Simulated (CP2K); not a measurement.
Band structure of As (I4_1/amd, 2 atoms in the cell).

```xyz
2
Lattice="4.0141 0.0000 0.0000 -2.9740 2.6960 0.0000 -0.5201 -1.3480 3.7451" Properties=species:S:1:pos:R:3 pbc="T T T"
As     2.0071     0.0000     1.8725
As     0.0000     0.0000     0.0000
```

Method: CP2K with PBE, GPW, TZVP-MOLOPT-SR-GTH basis, GTH-PBE potentials (GTH_POTENTIALS).

Settings: CUTOFF = 400 Ry; REL_CUTOFF = 50 Ry; SMEAR/METHOD = FERMI_DIRAC; ELECTRONIC_TEMPERATURE = 1160.45 K; KPOINTS/SCHEME = MACDONALD 13 13 13 0.03846153846 0.03846153846 0.03846153846; XC_FUNCTIONAL = PBE; As/BASIS_SET = TZVP-MOLOPT-SR-GTH; As/POTENTIAL = GTH-PBE-q5; METHOD = GPW; EPS_DEFAULT = 1e-10; EXTRAPOLATION = USE_GUESS; NGRIDS = 4; SCF_GUESS = ATOMIC; EPS_SCF = 1e-06.

The starting cell was generated: these elements placed on a structure prototype, without a prior relaxation; it need not be a known phase or ordering of this composition. Values carry the incompleteness of an atom-centred basis.

Levels in eV from the Fermi level, bands 1 to 6:
| point | 1 | 2 | 3 | 4 | 5 | 6 |
|---|---|---|---|---|---|---|
| Γ | -14.77 | -7.94 | -3.83 | -3.83 | 3.35 | 4.38 |
| X | -12.42 | -12.42 | -1.31 | -1.31 | -0.57 | -0.57 |
| M | -11.44 | -11.44 | -6.68 | -6.68 | 3.42 | 3.42 |
| Z | -10.54 | -9.34 | -4.81 | -4.77 | -4.77 | 0.38 |
| P | -9.84 | -9.84 | -5.34 | -5.34 | 1.62 | 1.62 |
| N | -10.82 | -8.74 | -5.00 | -3.54 | -3.04 | 0.91 |
| Z1 | -10.54 | -9.34 | -4.81 | -4.77 | -4.77 | 0.38 |

Bands cross the Fermi level along this path, so the cell is metallic at this level.

Higher empty bands are left out: an atom-centred basis made for the valence describes them poorly.
